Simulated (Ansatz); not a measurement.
Start from SiC in the zinc blende structure (space group F-43m, No. 216; a = 4.3566 Å). Axes: x, y, z lie along the cube axes.

The values are results of r2SCAN (Ansatz, an electronic-structure program; PAW; 500 eV plane waves; no spin-orbit coupling), earlier PAW set, not measurements.

Before the change:

| Item | Result |
|---|---|
| Electron mass | 0.64 mₑ along k, 0.23 mₑ across (at X) |
| Shortest interatomic distance | 1.886 Å |

The change: biaxial strain −0.54 %, plane normal [001], relaxed out of plane (Cartesian); in-plane vectors clamped, the third vector and the atoms free.

**Question.** What does the calculation give for the energy relative to the base after the change?

**Answer.** The energy increases by 0.9 meV/atom.

**Question.** Estimate the effect on the electron mass.

**Answer.** The electron mass becomes 0.63 mₑ along k, 0.23 mₑ across (at X) (base: 0.64 mₑ along k, 0.23 mₑ across (at X)).

**Question.** Estimate the effect on the shortest interatomic distance.

**Answer.** The shortest interatomic distance drops by 0.0046 Å, from 1.886 Å to 1.882 Å.

The levels and masses belong to the bands next to the band gap. Masses are band curvatures over ±0.01 Å⁻¹ around the edge. Along k means along the line from Γ to the band edge. Whether these cells are dynamically stable was not tested.
